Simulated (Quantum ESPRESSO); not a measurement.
## Short convergence ladders for NiAl (P4mm, 2 atoms in the cell)

```
NiAl
1.0
    2.88133     0.00000     0.00000
    0.00000     2.88133     0.00000
    0.00000     0.00000     2.88133
Al Ni
1 1
Direct
  0.50000   0.50000   0.51735
  0.00000   0.00000   0.00000
```

Base method: LDA (PW92), PseudoDojo standard norm-conserving (LDA) pseudopotentials (plane waves; Quantum ESPRESSO 7.5).

Base settings: ecutwfc = 100 Ry; occupations = smearing; smearing = fd; degauss = 0.0073499 Ry; potentials = {Al: Al.upf, Ni: Ni.upf}; K_POINTS = automatic 7 7 7 0 0 0; conv_thr = 1e-10 Ry.

The count of work is k-points × plane waves × bands × iterations; it is no time. Core times come from one kind of shared machine, to one figure; runs under 30 s give none.

**The k-point mesh**

The second cell is the first with its lattice scaled by 0.98.

Only quantities that move along the ladder and can be compared are tabulated.

| K_POINTS | free energy less the last step's (meV/atom) | energy of the compressed cell less the first (meV/atom) | pressure (GPa) | largest difference of a force vector from the last step's (eV/Å) | count of work / last | core time / last (rough) |
|---|---|---|---|---|---|---|
| automatic 2 2 2 0 0 0 | -15.21 | -3.21 | -6.03 | 0.076 | 0.028 | – |
| automatic 4 4 4 0 0 0 | -20.74 | -22.03 | -9.78 | 0.008 | 0.093 | – |
| automatic 6 6 6 0 0 0 | 13.07 | -16.08 | -8.47 | 0.001 | 0.21 | – |
| automatic 7 7 7 0 0 0 | -5.03 | -17.97 | -8.87 | 0.001 | 0.20 | 0.2 |
| automatic 9 9 9 0 0 0 | 2.78 | -17.68 | -8.80 | 0.000 | 0.38 | 0.2 |
| automatic 13 13 13 0 0 0 | 0.00 | -17.68 | -8.81 | 0.000 | 1.0 | 1 |

Coarsest K_POINTS that holds the pressure within 0.1 GPa of the last step, with all finer ones: automatic 7 7 7 0 0 0, at 0.20 of the last step's count of work and about 0.2 of the last step's time; the step before is off by 0.34 GPa.

Coarsest K_POINTS that holds the energy of the compressed cell less the first within 0.2 meV/atom of the last step, with all finer ones: automatic 9 9 9 0 0 0, at 0.38 of the last step's count of work and about 0.2 of the last step's time; the step before is off by 0.29 meV/atom.

Coarsest K_POINTS that holds the forces within 0.02 eV/Å of the last step, with all finer ones: automatic 4 4 4 0 0 0, at 0.093 of the last step's count of work; the step before is off by 0.076 eV/Å.

**The k-point mesh at a smearing width of 0.05 eV**

In this ladder: degauss = 0.0036749 Ry.

Only quantities that move along the ladder and can be compared are tabulated.

| K_POINTS | free energy less the last step's (meV/atom) | pressure (GPa) | largest difference of a force vector from the last step's (eV/Å) | count of work / last | core time / last (rough) |
|---|---|---|---|---|---|
| automatic 4 4 4 0 0 0 | -21.20 | -9.72 | 0.008 | 0.063 | – |
| automatic 6 6 6 0 0 0 | 12.92 | -8.56 | 0.002 | 0.14 | 0.1 |
| automatic 9 9 9 0 0 0 | 1.57 | -8.92 | 0.001 | 0.26 | 0.3 |
| automatic 12 12 12 0 0 0 | 0.13 | -8.77 | 0.001 | 0.69 | 0.6 |
| automatic 15 15 15 0 0 0 | 0.00 | -8.79 | 0.000 | 1.0 | 1 |

Coarsest K_POINTS that holds the free energy within 2 meV/atom of the last step, with all finer ones: automatic 9 9 9 0 0 0, at 0.26 of the last step's count of work and about 0.3 of the last step's time; the step before is off by 13 meV/atom.

Coarsest K_POINTS that holds the forces within 0.005 eV/Å of the last step, with all finer ones: automatic 6 6 6 0 0 0, at 0.14 of the last step's count of work and about 0.1 of the last step's time; the step before is off by 0.008 eV/Å.

Coarsest K_POINTS that holds the pressure within 0.2 GPa of the last step, with all finer ones: automatic 9 9 9 0 0 0, at 0.26 of the last step's count of work and about 0.3 of the last step's time; the step before is off by 0.23 GPa.

**The SCF threshold**

The mesh stays at the base's, so the ladder's end is converged at best in this setting alone.

Only quantities that move along the ladder and can be compared are tabulated.

| conv_thr | free energy less the last step's (meV/atom) | count of work / last |
|---|---|---|
| 0.0073 Ry | 18.89 | 0.21 |
| 7.3e-05 Ry | 0.14 | 0.43 |
| 7.3e-07 Ry | 0.00 | 0.57 |
| 7.3e-09 Ry | 0.00 | 0.71 |
| 1e-10 Ry | 0.00 | 0.86 |
| 7.3e-14 Ry | 0.00 | 1.0 |

Coarsest conv_thr that holds the free energy within 5 meV/atom of the last step, with all finer ones: 7.3e-05 Ry, at 0.43 of the last step's count of work; the step before is off by 19 meV/atom.

On the base run: the starting cell has typed, rounded lattice constants, without a prior relaxation at this level. Its lattice was rescaled by up to half a per cent. One atom was moved a little off its site on purpose. Spin polarisation is off. In the base run, with a pressure of about -9 GPa the cell is away from its equilibrium volume at this level.
